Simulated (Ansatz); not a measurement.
Consider the energy of the reaction as written. Reaction: cell B → cell A. The sign is products less reactants.

Cell A: a sheet of composition Pd, 1 atom, square cell of 2.54 Å (6.5 Å²), symmetry P4/mmm, 0.0 Å thick under 16 Å of vacuum, in-plane vectors relaxed; planes from bottom to top: Pd; a model cell; spin state with PBE: no moments, k-point mesh 24×24×1.
```xyz
1
Lattice="2.5414 0.0000 0.0000 0.0000 2.5414 0.0000 0.0000 0.0000 16.0000" Properties=species:S:1:pos:R:3 pbc="T T T"
Pd     0.0000     0.0000     8.0000
```

Cell B: a sheet of composition Pd, 1 atom, hexagonal cell of 2.63 Å (6.0 Å²), symmetry P6/mmm, 0.0 Å thick under 16 Å of vacuum, in-plane vectors relaxed; planes from bottom to top: Pd; a model cell; spin state with PBE: no moments, k-point mesh 30×30×1.
```
CELL_PARAMETERS angstrom
      2.63054     0.00000     0.00000
     -1.31527     2.27812     0.00000
      0.00000     0.00000    16.00000
ATOMIC_POSITIONS crystal
  Pd 0.00000 0.00000 0.50000
```

Computed with Ansatz (plane waves, PAW), its PAW set soft_1, cutoff 420 eV. The structures are at rest with PBE. Neutral cells; Fermi-Dirac smearing of at most 0.10 eV in the solids, energies taken to zero width. A dispersion term (D3(BJ), or D4 for r2SCAN) was computed beside these levels and is taken off wherever the name lacks it. No zero-point or thermal terms. Cell A has symmetry P4/mmm and got no random move, so less symmetric positions, which may lie lower, weren't tried. Cell B has symmetry P6/mmm and got no random move, so less symmetric positions, which may lie lower, weren't tried.

Problem. Give the value at the level PBE.

Solution. 0.30 eV, for cell B → cell A.

Ansatz is a program for electronic structure.
